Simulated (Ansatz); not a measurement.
Ansatz (a first-principles code) run on FeO (Fm-3m, 4 atoms in the cell): relaxation of cell and atoms.

Level of theory: PBEsol, default PAW files made with PBE (plane waves; Ansatz).

The change in words: atoms on their sites; basis.ecutwfc: 420 eV → 210 eV; relax: default → cell and atoms. Reference geometry:
```
FeO
1.0
    4.31701     2.15850     2.15850
    2.15850     4.31701     2.15850
    2.15850     2.15850     4.31701
Fe O
2 2
Direct
  0.00334   0.00334   0.00334
  0.50000   0.50000   0.50000
  0.25000   0.25000   0.25000
  0.75000   0.75000   0.75000
```
Moments meant for the start (each program seeds them in its own way; μB, in the order of the atoms Fe Fe O O): 4.0 -4.0 0.0 0.0.

Reference input (self-consistent single point, DFT, PBEsol, plane waves, default PAW files made with PBE): basis.ecutwfc = 420 eV; kpoints.mp_grid.grid = 6 6 6; hamiltonian.xc = pbesol; hamiltonian.pseudopotentials = {kind: paw} (the program's default PAW files); magnetization.spin_polarized = true; scf.occupations.method = fermi_dirac; scf.occupations.width = 0.01 eV. This run's input differs from it in these lines:

Ansatz 0.2 input:
```diff
@@ -6,3 +6,3 @@
   atoms:
-    - { symbol: Fe, position: [0.003343, 0.003343, 0.003343], spin: 4.0 }
+    - { symbol: Fe, position: [0.000000, 0.000000, 0.000000], spin: 4.0 }
     - { symbol: Fe, position: [0.500000, 0.500000, 0.500000], spin: -4.0 }
@@ -11,3 +11,3 @@
 basis:
-  ecutwfc: 420.0
+  ecutwfc: 210.0
 kpoints:
@@ -25,2 +25,4 @@
     width: 0.01
+relax:
+  cell: {}
 output:
```

Log, with long lists cut:

```
   [... SCF lines of the steps left out ...]
relax step   1: F+E_penalty+E_count = -9987.35672858 eV  Δ(F+E_penalty+E_count) = +0.000e0 eV  max|allowed force component| = 6.653e-6 eV/Å  Δτ_max = 0.0000 Å  P = -33.479 GPa  Ω = 40.227 Å³  (14 SCF iters, dr2 threshold 1.00e-7 eV, accepted)
relax step   2: F+E_penalty+E_count = -9998.83902479 eV  Δ(F+E_penalty+E_count) = -1.148e1 eV  max|allowed force component| = 3.357e-5 eV/Å  Δτ_max = 0.0000 Å  P = +175.784 GPa  Ω = 36.151 Å³  energy of the carried Pulay correction = +1.346e1 eV  [...]
   [... lines left out ...]
relax step 119: F+E_penalty+E_count = -9987.77682694 eV  Δ(F+E_penalty+E_count) = -6.148e-2 eV  max|allowed force component| = 3.695e-5 eV/Å  Δτ_max = 0.0000 Å  P = +0.478 GPa  Ω = 35.587 Å³  stress off target by 5.51e-1 GPa  SCF on the basis [...]
relax step 120: F+E_penalty+E_count = -9987.75180467 eV  Δ(F+E_penalty+E_count) = +2.502e-2 eV  max|allowed force component| = 1.420e-3 eV/Å  Δτ_max = 0.0001 Å  P = +0.132 GPa  Ω = 35.594 Å³  energy of the carried Pulay correction = -2.504e-2 eV  [...]
Step failed. What follows is not a result of the run: it is the report of the last solve that finished, which converged after 11 SCF iterations.
Magnetization: -0.0001 μB (22.0000 up, 22.0000 down)
Absolute magnetization: 6.9421 μB (∫|ρ↑−ρ↓|, with the PAW one-centre terms)
Spin contamination: 3.5727 ħ² per cell (⟨S²⟩ above its minimum at these occupations)
   [... lines left out ...]
Free energy (F): -9987.751805 eV
Fermi energy:    16.330842 eV
Error: variable-cell relaxation did not converge after 120 `relax_step` rows, as none of its last 33 fresh-basis SCF(s) at a relaxed cell met both thresholds with a finite energy. The last misses `relax.cell.stress_tol`: largest allowed force component 3.70e-5 eV/Å (`relax.f_tol` 1.00e-2 eV/Å), stress off the target on the free part of the cell 5.51e-1 GPa (`relax.cell.stress_tol` 5.00e-2 GPa), F+E_penalty+E_count -9987.77682694 eV. The closest is row 108, whose structure comes with this error. Larger ratio of force or stress to its threshold at each such SCF whose figures are numbers: 581.939, 412.842, 365.591, 263.891, 283.289, 292.061, 268.279, 200.933, 156.755, 169.432, [...]
   [... lines left out ...]
to start a new deck from the relaxed geometry:
  cell:  # Å, volume = 35.5912 Å³
    - [4.181450222242848, 2.1274911901715714, 2.1274911901715714]
    - [2.1274911901715714, 4.181450222242848, 2.1274911901715714]
    - [2.1274911901715714, 2.1274911901715714, 4.181450222242848]
  atoms:
    - { symbol: Fe, position: [3.5387421254375884e-21, 3.994006564349323e-21, -9.558541316215179e-21] }
    - { symbol: Fe, position: [0.5, 0.5, 0.4999999999999998] }
    - { symbol: O, position: [0.24999859823241743, 0.24999859823241743, 0.24999859823241743] }
    - { symbol: O, position: [0.7500014017675825, 0.7500014017675825, 0.7500014017675827] }
```

The relaxation ended unconverged. 

The starting cell has typed, rounded lattice constants, without a prior relaxation at this level. Its lattice was rescaled by up to half a per cent. The cutoff lies below the one recommended for these files.

Cost on one core of a shared machine: roughly 4 min.
